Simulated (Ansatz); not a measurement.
**ZnSe, response to strain**

Base system: ZnSe in the zinc blende structure (space group F-43m, No. 216).

```
CELL_PARAMETERS angstrom
      0.00000     2.83304     2.83304
      2.83304     0.00000     2.83304
      2.83304     2.83304     0.00000
ATOMIC_POSITIONS crystal
  Se 0.75000 0.75000 0.75000
  Zn 0.00000 0.00000 0.00000
```

Strains are applied to the cell and any free atomic positions relax.

All numbers come from r2SCAN/PAW in Ansatz (a program for electronic structure), spin-orbit coupling left out, earlier PAW set.

Notes on the quantities. energy relative to the base: free energy F.

| isotropic strain (%) | energy relative to the base (meV/atom) |
|---|---|
| -1.54 | 10.4 |
| -0.49 | 1.0 |
| 0 | 0.0 |
| 0.87 | ? |
| 3.34 | 41.6 |

Fit ΔE = Aε² + Bε³ (ε in %) to the rows shown and predict the withheld row.

Least squares on the printed values gives A = 4.18 and B = -0.13 meV/atom (largest residual 0.0 meV/atom); this predicts 3.1 meV/atom, and the run gives 3.1 meV/atom, in agreement.

Stability against distortions was not tested.
